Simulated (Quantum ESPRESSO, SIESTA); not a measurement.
A SIESTA input for a self-consistent single point of Ba (Im-3m, 1 atom in the cell) (DFT, GGA PBE, numerical atomic orbitals TZP, PseudoDojo PBE standard norm-conserving potentials (rewritten from UPF to PSML)):

```
# files in the folder: Ba.psml (PseudoDojo PBE standard)
SystemName  Ba
SystemLabel siesta

NumberOfAtoms                1
NumberOfSpecies              1
%block ChemicalSpeciesLabel
  1 56 Ba
%endblock ChemicalSpeciesLabel
LatticeConstant              4.269020 Ang
%block LatticeVectors
    -0.577350305    0.577350305    0.577350305
     0.577350305   -0.577350305    0.577350305
     0.577350305    0.577350305   -0.577350305
%endblock LatticeVectors
AtomicCoordinatesFormat      ScaledCartesian
%block AtomicCoordinatesAndAtomicSpecies
     0.000000000    0.000000000    0.000000000  1
%endblock AtomicCoordinatesAndAtomicSpecies

XC.functional                GGA
XC.authors                   PBE
PAO.BasisSize                TZP
PAO.EnergyShift              0.01 Ry
MeshCutoff                   300 Ry
%block kgrid.MonkhorstPack
   12   0   0  0.0
    0  12   0  0.0
    0   0  12  0.0
%endblock kgrid.MonkhorstPack
OccupationFunction           MP
OccupationMPOrder            0
ElectronicTemperature        100.0 meV

MaxSCFIterations             150
SCF.Mixer.Method             Pulay
SCF.Mixer.Weight             0.2
SCF.Mixer.History            8
SCF.DM.Tolerance             1.0E-05
Diag.ParallelOverK           true
WriteForces                  true
Charge.Mulliken              end
```

**Question.** Write the same calculation as an input for Quantum ESPRESSO.

**Answer.** One input that does it (others would too):

```fortran
&CONTROL
 calculation = 'scf',
 prefix = 'ba',
 outdir = './tmp',
 pseudo_dir = './',
 tprnfor = .true.,
 tstress = .true.,
/
&SYSTEM
 ibrav = 0,
 celldm(1) = 8.0672791240,
 nat = 1,
 ntyp = 1,
 ecutwfc = 60,
 occupations = 'smearing',
 smearing = 'gaussian',
 degauss = 0.0073499,
/
&ELECTRONS
 conv_thr = 1.0e-11,
 mixing_beta = 0.3,
/
ATOMIC_SPECIES
Ba   137.3270  Ba.upf
ATOMIC_POSITIONS {crystal}
Ba    0.0000000000    0.0000000000    0.0000000000
K_POINTS {automatic}
12 12 12  0 0 0
CELL_PARAMETERS {alat}
  -0.5773502692     0.5773502692     0.5773502692
   0.5773502692    -0.5773502692     0.5773502692
   0.5773502692     0.5773502692    -0.5773502692
```

Basis, cutoffs, solver keys and any potentials are the target program's own. This input uses DFT, PBE, plane waves, PseudoDojo standard norm-conserving (PBE) pseudopotentials. Both were run: pressure 7.02 GPa in SIESTA and 0.49 in Quantum ESPRESSO.

On SIESTA: the starting cell has typed, rounded lattice constants, without a prior relaxation at this level. Its lattice was rescaled by a random factor within 2.5 % of one. For this run, on top of that: lattice scaled by 0.98. Values carry the incompleteness of an atom-centred basis. With a pressure of about 7 GPa the cell is away from its equilibrium volume at this level.

On Quantum ESPRESSO: the starting cell has typed, rounded lattice constants, without a prior relaxation at this level. Its lattice was rescaled by a random factor within 2.5 % of one. For this run, on top of that: lattice scaled by 0.98.
